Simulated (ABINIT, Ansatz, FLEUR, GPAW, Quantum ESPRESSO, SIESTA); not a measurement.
# Code comparison for NaPdO3 (Pm-3m, 5 atoms in the cell)

Self-consistent single point.

```
NaPdO3
1.0
    4.01470     0.00000     0.00000
    0.00000     4.01470     0.00000
    0.00000     0.00000     4.01470
Na Pd O
1 1 3
Cartesian
  0.00000   0.00000   0.00000
  2.00735   2.00735   2.00735
  2.00735   2.00735   0.00000
  2.00735   0.00000   2.00735
  0.00000   2.00735   2.00735
```
Moments meant for the start (each program seeds them in its own way; μB, in the order of the atoms Na Pd O O O): 0.0 1.0 0.0 0.0 0.0.

All programs got the same cell, k-point mesh and kind of occupations, and the same starting moments (in Ansatz's words: kpoints.mp_grid.grid = 9 9 9; magnetization.spin_polarized = true; scf.occupations.method = gaussian; scf.occupations.width = 0.136 eV); potentials, basis and cutoffs are each program's usual ones.

```tsv
code	model	pressure (GPa)	size of the net moment (μB/atom)	k-points	cutoff
Quantum ESPRESSO	PBEsol, GBRV 1.5 ultrasoft (PBESOL) pseudopotentials	-6.71	0.38	35	40 Ry
GPAW	PBEsol, GPAW PAW datasets PBEsol (made by gpaw-setup)	–	0.38	35	950 eV
FLEUR	PBEsol, all-electron FLAPW (FLEUR), scalar-relativistic valence	–	0.38	35	Kmax 4.7 1/bohr
Ansatz	PBEsol, PAW files made with PBE	-8.60	0.38	35	420 eV
SIESTA	GGA PBEsol, numerical atomic orbitals DZP, PseudoDojo PBEsol standard norm-conserving potentials (rewritten from UPF to PSML)	-5.00	0.39	365	grid 300 Ry
ABINIT	PBEsol, PAW (JTH v2.0 PBE PAW, files made for PBE)	-9.31	0.38	35	816 eV
```

A dash marks a value that a program does not give, or that is left out as unsure.

The spread over the programs that give each value: pressure within 4.31 GPa; size of the net moment within 0.01 μB/atom.

The starting cell comes from a database of computed structures (which also holds hypothetical and non-ambient phases and stackings), without a prior relaxation at this level. Its lattice was rescaled by a random factor within 2.5 % of one. On Ansatz's run: The magnetic order is the one reached from the typed start; others were not searched systematically. In the base run, with a pressure of about -8 GPa the cell is away from its equilibrium volume at this level.

Q: Why do the programs differ, and what cannot be compared?

A: Differences of this kind can come from the potentials, where these differ, and from what each basis and cutoff leave unconverged. The valence holds different numbers of electrons (Quantum ESPRESSO 43, GPAW 41, FLEUR 43, Ansatz (a first-principles code) 45, SIESTA 45, ABINIT 45). The zero of total energies and Fermi levels follows the potentials and each program's conventions, so they are not compared here. SIESTA uses small atom-centred bases, whose incompleteness enters pressures, forces and empty levels differently from a plane-wave cutoff. FLEUR treats all electrons, but the usual bases taken here (sphere radii, linearisation, local orbitals, empty states) were not tested for convergence, so the values are no reference for the others. Ansatz's pressure is given at a fixed set of plane waves, as the other plane-wave codes print theirs; with its correction for the finite basis it is -8.24 GPa (the shift of 0.36 GPa shows how far the cutoff is from converged). The pressure of GPAW is left out: its cutoff lies under the one at which its stress was checked. Site moments depend on each program's spheres or projections; the total moment of the cell does not. The programs reduce the same mesh by symmetry to different extents, which changes the work and not the result. In the pressure, Quantum ESPRESSO (by 1.89) and SIESTA (by 3.60) lie more than 1 GPa from the median of the plane-wave programs.

Keys are those of Ansatz 0.2.
